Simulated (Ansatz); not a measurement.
# InSb, response to strain

The reference is InSb in the zinc blende structure (space group F-43m, No. 216; a = 6.4497 Å). Axes: x, y, z lie along the cube axes.

Strains are applied to the cell and any free atomic positions relax.

Calculations: LDA/PAW in Ansatz (a first-principles code), no spin-orbit coupling.

Notes on the quantities. energy relative to the base: free energy F; pressure: mean of the normal stresses, compression positive.

```csv
variant,energy relative to the base,pressure,shortest interatomic distance
base,0 meV/atom,0.0 GPa,2.793 Å
uniaxial strain ε_zz = −1.00 %,+0.7 meV/atom,0.5 GPa,2.784 Å
uniaxial strain ε_zz = −0.50 %,+0.2 meV/atom,0.2 GPa,2.788 Å
uniaxial strain ε_zz = +0.50 %,+0.2 meV/atom,-0.2 GPa,2.797 Å
uniaxial strain ε_zz = +1.00 %,+0.7 meV/atom,-0.5 GPa,2.802 Å
uniaxial strain ε_zz = +1.50 %,[?],[?],[?]
uniaxial strain ε_zz = +2.00 %,+2.7 meV/atom,-0.9 GPa,2.812 Å
uniaxial strain ε_zz = +2.50 %,+4.2 meV/atom,-1.1 GPa,2.816 Å
uniaxial strain ε_zz = +3.00 %,+6.1 meV/atom,-1.3 GPa,2.821 Å
```

Q: Some entries are withheld; estimate them.

A: 
- uniaxial strain ε_zz = +1.50 %, energy relative to the base: +1.5 meV/atom
- uniaxial strain ε_zz = +1.50 %, pressure: -0.7 GPa
- uniaxial strain ε_zz = +1.50 %, shortest interatomic distance: 2.807 Å

No phonon test of stability was made. The final runs are not spin-polarised.
